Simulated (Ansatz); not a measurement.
F on the 1x1 (111) surface of fcc Pt, one in a 2x1 cell, energies for each (13.6 Å²). Energies are against ½ F2(g), without zero-point or thermal terms; each row is named by its start.

Computed with PBE (plane waves to 420 eV, PAW; Ansatz, a first-principles code).

Model: 9-atom slab, 6.9 Å thick at the start under the adsorbate (thin: gaps and levels are the slab's own), 6x12x1 mesh, Fermi-Dirac 0.1 eV, dipole correction, 4 atoms held, the rest relaxed; each run with such symmetry as its start has; no spin, no spin-orbit, no U, no dispersion correction.

A negative adsorption energy means that the adsorbate is more stable on the surface than in its reference. Heights count from the host atoms within 0.3 Å of the top one.

```tsv
starting site	E_ads (eV)	height (Å)	nearest host atom (Å)	bonded to	Δ work function (eV)	lateral drift (Å)
top Pt	-1.68	1.98	Pt 1.94	Pt	2.36	0.0
hollow Pt-Pt-Pt over Pt at depth 2.3 Å	-1.68	1.98	Pt 1.94	Pt	2.36	1.6
hollow Pt-Pt-Pt over Pt at depth 4.6 Å	-1.68	1.98	Pt 1.94	Pt	2.36	1.6
bridge Pt-Pt (span 2.8 Å)	-1.38	1.75	Pt 2.21	2 Pt	1.74	0.8
```
